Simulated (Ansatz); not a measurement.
# Response to strain in hypothetical rock salt BAs

Base system: BAs in the rock salt structure (space group Fm-3m, No. 225; a = 4.614 Å; a hypothetical phase, not in the database extracts checked; relaxed with 0.1 eV smearing). Axes: x, y, z lie along the cube axes.

Strains are applied to the cell and any free atomic positions relax; under biaxial strain the out-of-plane vector relaxes too; under stress the whole cell relaxes.

Levels (all Ansatz, a first-principles code, PAW): PBE (420 eV, no spin-orbit coupling); PBEsol (420 eV, scalar-relativistic without spin-orbit coupling).

The base cell above is that of PBE; each level relaxes its own structures.

Notes on the quantities. energy relative to the base: free energy F.

```json
[
 {"case": "biaxial strain +0.68 %, plane normal [001], relaxed out of plane", "energy relative to the base, PBE": "+0.8 meV/atom", "energy relative to the base, PBEsol": "+0.8 meV/atom"},
 {"case": "isotropic strain −5.96 %", "energy relative to the base, PBE": "+194 meV/atom", "energy relative to the base, PBEsol": "+0.205 eV/atom"},
 {"case": "uniaxial strain ε_yy = −1.95 %", "energy relative to the base, PBE": "+3.3 meV/atom", "energy relative to the base, PBEsol": "+3.6 meV/atom"},
 {"case": "uniaxial strain ε_yy = +2.21 %", "energy relative to the base, PBE": "+3.5 meV/atom", "energy relative to the base, PBEsol": "+3.8 meV/atom"},
 {"case": "uniaxial stress, 8 GPa tension along x", "energy relative to the base, PBE": "+27 meV/atom", "energy relative to the base, PBEsol": "+22 meV/atom"},
 {"case": "tensor shear ε_xz = −3.10 %", "energy relative to the base, PBE": "+9.5 meV/atom", "energy relative to the base, PBEsol": "+9.1 meV/atom"}
]
```

The two levels differ by at most about 11 meV/atom. They put the cases in the same order.

Stability under load was not tested beyond the relaxation. All final runs are without spin polarisation.
